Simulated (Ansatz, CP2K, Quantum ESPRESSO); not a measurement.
# One structure in several programs: In2Ni3S2 (P1, 7 atoms in the cell)

Self-consistent single point, at a second geometry (atoms moved at random). First geometry:

```xyz
7
Lattice="2.7348 1.5789 4.5709 -2.7348 1.5789 4.5709 0.0000 -3.1579 4.5709" Properties=species:S:1:pos:R:3 pbc="T T T"
In     0.0000     0.0000     6.8563
In     0.0000     0.0000     0.0000
Ni     1.3674     0.7895     2.2854
Ni    -1.3674     0.7895     2.2854
Ni     0.0000    -1.5789     2.2854
S      0.0000     0.0000     9.9153
S      0.0000     0.0000     3.7973
```

Second geometry:
```xyz
7
Lattice="2.7348 1.5789 4.5709 -2.7348 1.5789 4.5709 0.0000 -3.1579 4.5709" Properties=species:S:1:pos:R:3 pbc="T T T"
In     0.0162    -0.0112     6.8860
In    -0.0070    -0.0088    -0.0037
Ni     1.3876     0.8134     2.3136
Ni    -1.3827     0.7884     2.2444
Ni    -0.0499    -1.5078     2.3445
S     -0.0346    -0.0115     9.8774
S      0.0703    -0.0625     3.7632
```

Shared settings, as Ansatz (an electronic-structure program) writes them: kpoints.mp_grid.grid = 5 5 5; scf.occupations.method = fermi_dirac; scf.occupations.width = 0.01 Ry. Potentials and cutoffs stand in the table.

```tsv
code	model	ΔF from the first geometry (meV/atom)	pressure (GPa)	largest force (eV/Å)	cutoff
Quantum ESPRESSO	LDA (PZ), PSlibrary PAW (LDA) pseudopotentials	27.5	-10.22	2.011	50 Ry
Ansatz	LDA (PW92), PAW files made with PBE	26.4	-9.49	1.915	30.9 Ry
CP2K	LDA (Pade form), GPW, DZVP-MOLOPT-SR-GTH basis, GTH-PADE potentials (GTH_POTENTIALS)	27.8	-9.34	2.039	grid 600 Ry
```

Size of the force on each atom (eV/Å): Sizes of forces hide their directions.

```tsv
code	In1	In2	Ni3	Ni4	Ni5	S6	S7
Quantum ESPRESSO	0.202	0.044	0.266	0.315	2.011	1.286	1.351
Ansatz	0.191	0.040	0.255	0.304	1.915	1.325	1.293
CP2K	0.202	0.047	0.267	0.325	2.039	1.215	1.383
```

On Ansatz's run: spin polarisation is off, so a magnetic state, if there is one, cannot be reached.

The spread over the programs that give each value: ΔF from the first geometry within 1.4 meV/atom; pressure within 0.88 GPa; largest force within 0.124 eV/Å.

CP2K uses small atom-centred bases, whose incompleteness enters pressures, forces and empty levels differently from a plane-wave cutoff. Ansatz's pressure is given at a fixed set of plane waves, as the other plane-wave codes print theirs; with its correction for the finite basis it is -9.44 GPa. The same LDA comes in different parametrisations, which differ slightly. In the force vectors, CP2K (by 0.166) lies more than 0.08 eV/Å from the median of the plane-wave programs.

The starting cell comes from a database of computed structures (which also holds hypothetical and non-ambient phases and stackings), without a prior relaxation at this level. Its lattice was rescaled by a random factor within 2.5 % of one. For this run, on top of that: atoms moved at random.

Keys are those of Ansatz 0.2.
